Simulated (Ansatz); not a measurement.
Effect of O → Se on KTaO3

Base system: KTaO$_{3}$ in the cubic perovskite structure (space group Pm-3m, No. 221; a = 3.989 Å).

Perturbation: Se takes the place of O on all its sites; the structure is relaxed again.

Calculations: DFT with r2SCAN, PAW potentials and a 500 eV plane-wave cutoff in Ansatz (an electronic-structure program), without spin-orbit coupling, earlier PAW set. k-mesh 9×9×9 (Γ-centred); smearing 0.05 eV (Fermi–Dirac), for the changed cell.

- Volume per atom: 26.23 Å³ (base 12.70 Å³)
- Density: 5.79 g/cm³ (base 7.01 g/cm³)
- Lattice parameter a: 5.080 Å (base 3.989 Å)
- Space group: Pm-3m (No. 221) (base Pm-3m (No. 221))
- Band gap: zero (base 2.64 eV)

Final structure:

```
CELL_PARAMETERS angstrom
      5.08048     0.00000     0.00000
      0.00000     5.08048     0.00000
      0.00000     0.00000     5.08048
ATOMIC_POSITIONS crystal
  K  0.00000 0.00000 0.00000
  Ta 0.50000 0.50000 0.50000
  Se 0.00000 0.50000 0.50000
  Se 0.50000 0.50000 0.00000
  Se 0.50000 0.00000 0.50000
```

Cost of the whole job for the changed cell (relaxation, final SCF and bands): roughly 2.6 core-minutes.

Spin-orbit coupling, missing from the scalar runs, can matter with Ta. Stability against distortions was not tested. As relaxed here, KTaSe3 is a hypothetical phase, not in the database extracts checked. All final runs are without spin polarisation. KTaSe3 has a high density of states at the Fermi level and may be magnetic at this level.
